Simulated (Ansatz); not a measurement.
# an ordered model of ordered Si6Ge2 alloy: the defect Si vacancy (V_Si)

Method: PBE, PAW (plane waves to 420 eV; Ansatz, a quantum-chemistry and plane-wave program). The supercell holds 64 host sites (2×2×2 repeats of the unit cell), with a 2×2×2 shifted k-point sampling for the final energies. Site at the start: the Si(1,4-fold) site. Charged cells carry a point-charge image correction with potential alignment at far atoms. Dielectric constants: PBE linear response of the host. Host gap at this level: 0.38 eV. Finite-size and sampling errors can reach tenths of an eV here. PBE underestimates the host's gap, which shifts levels and can delocalise carriers. Spin–orbit coupling is left out. Each state is the lowest found from its start.

```
charge         moment (μB)  largest move off a lattice site (Å)  image correction with alignment (eV)  above the lowest spin state (eV)
------  ------------------  -----------------------------------  ------------------------------------  --------------------------------
+2†     not spin-polarised                                 0.08                                  0.00                              0.00
+1†                    1.0                                 0.08                                 -0.11                              0.00
0†                     0.0                                 0.25                                  0.00                              0.00
0†      not spin-polarised                                 0.25                                  0.00                              0.00
−1†                    1.0                                 0.36                                  0.30                              0.00
−1†                    1.0                                 0.36                                  0.30                              0.00
```

† Not settled in this cell, so no level is given: charge +2: no spin-polarised start tried, level within 0.1 eV of a band edge or past it; charge +1: a level filled in part, carriers not clearly localised, level within 0.1 eV of a band edge or past it; charge 0: carriers not clearly localised; charge −1: a level filled in part, carriers not clearly localised, level within 0.1 eV of a band edge or past it.

Starting moments that weren't kept: charge 0 began with 2 μB and ended with 0.0; charge −1 began with 3 μB and ended with 1.0.

Flagged in the runs: a host whose relaxation on this sampling wasn't shown to rest.

All states together cost around 3 core-hours (rough).
